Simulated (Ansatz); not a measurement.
Results of PBEsol (Ansatz, an electronic-structure program, plane waves, PAW) for GeSe2 (Fdd2, No. 43; cell taken from a computed entry).

Run with plane-wave cutoff 520 eV, 6×6×6 k mesh, Fermi–Dirac smearing 0.01 eV, scalar-relativistic PAW data made under PBE.

Cell (relaxed with PBEsol):

```
GeSe2
1.0
    0.00000    11.79218     3.56157
    6.18848     0.00000     3.56157
    6.18848    11.79218     0.00000
Ge Se
6 12
Direct
  0.25508   0.25508   0.24492
  0.00508   0.00508   0.99492
  0.97676   0.49899   0.24527
  0.49899   0.97676   0.27899
  0.97101   0.00473   0.75101
  0.00473   0.97101   0.27324
  0.34087   0.58412   0.00784
  0.58412   0.34087   0.06717
  0.18283   0.24216   0.66588
  0.24216   0.18283   0.90913
  0.94671   0.24012   0.58906
  0.24012   0.94671   0.22411
  0.02589   0.66094   0.00988
  0.66094   0.02589   0.30329
  0.73949   0.11185   0.50136
  0.11185   0.73949   0.64730
  0.60270   0.74864   0.13815
  0.74864   0.60270   0.51051
```

Give the computed band gap, smallest direct gap on the k points sampled and direct gap at Γ.


- band gap = 1.40 eV (indirect)
- smallest direct gap on the k points sampled = 1.49 eV
- direct gap at Γ = 1.51 eV

Note: this cell isn't known to be the ambient phase, and symmetry holds it in the calculation.

Spin–orbit coupling is not included.

The computed numbers hold no vibrational or temperature effects.
